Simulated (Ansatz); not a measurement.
# A constructed model of the (110) surface of bcc Nb, a layer of Al in place of the second plane (bottom of the slab: a bare face, its two planes held)

These are PBE (plane waves to 420 eV, PAW; Ansatz, an electronic-structure program) values and carry that method's errors.

Model: 6-atom slab, 11.2 Å thick at the start, 14x14x1 mesh, Fermi-Dirac 0.1 eV, dipole correction, 2 atoms held, the rest relaxed; start symmetry kept, larger cells not searched; no spin, no spin-orbit, no U. It is one candidate, not shown to be the stable structure of the face.

The work function of the top face comes out as 4.90 eV and the energy released by relaxation is 0.093 eV. The cost comes out as roughly 4 core-minutes.
